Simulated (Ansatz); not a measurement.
Worked calculations on one periodic cell of amorphous Si30O12N32: Si30O12N32, 74 atoms, volume 848.7 Å³, made by a melt-quench on the CHGNet potential and relaxed with DFT. O and N atoms were pushed apart under 1.9 Å during the dynamics, to hinder bonds among them. It is a model cell: composition and starting density were chosen by hand, and all elements were melted together. These are PBE, scalar-relativistic without spin-orbit coupling (plane waves to 420 eV, PAW; Ansatz, a quantum-chemistry and plane-wave program) values and carry that method's errors. Sampling: a 2×2×2 Γ-centred mesh; Fermi-Dirac width 0.02 eV; no spin polarisation. Its volume was held where the quench left it, its shape was held as a cube, and it stands at a mean pressure of 3.8 GPa with stress components up to 5.9 GPa; the relaxation ran on the zone centre alone. Its density went from a set 2.90 to 2.90 g/cm³. The cell is small and was quenched far faster than a real film, so it is one sample of the glass.

### Question
Count formal charges (Si +4, O -2, N -3). What does the count lead one to expect at the Fermi level, and what does the calculation give?

### Answer
30 × (+4) + 12 × (-2) + 32 × (-3) = 0. The charges balance, so the anion-derived valence states can be full and a gap can open. On this mesh the highest filled and lowest empty level lie 2.83 eV apart; localised defect or tail levels set that (at the zone centre the more localised edge state sits most on one N atom with neighbours Si 1.69 Å, Si 1.75 Å, Si 1.85 Å), and the nearest spread-out levels lie 3.7 eV apart.

Four energies for a hole at PBE on the zone centre alone (charged cells in a uniform background, spin-polarised): neutral at the neutral geometry -38229.469 eV; charged at the neutral geometry -38236.115 eV; charged and relaxed -38236.349 eV; neutral at the charged geometry -38229.085 eV.

### Question
Find the two relaxation energies and their sum, the reorganisation energy.

### Answer
On charging: -38236.115 − (-38236.349) = 0.234 eV. On discharging: -38229.085 − (-38229.469) = 0.384 eV. The sum is 0.618 eV. The carrier's level spreads over 6 of the 74 atoms' worth, so it counts as partly localised, most on one N atom with neighbours Si 1.69 Å, Si 1.75 Å, Si 1.85 Å (neutral geometry). The values are uncorrected: the image energy of a point charge in this cell, 2.84 × 14.40 / (2 × 9.5) = 2.2 eV before screening, is screened by electrons alone at the fixed geometry and by ions too after relaxing, and the carrier can be spread before it relaxes, so each term can be off by up to that value times 1/ε∞, some tenths of an eV. PBE's self-interaction favours spread-out carriers, so a hybrid can localise more.
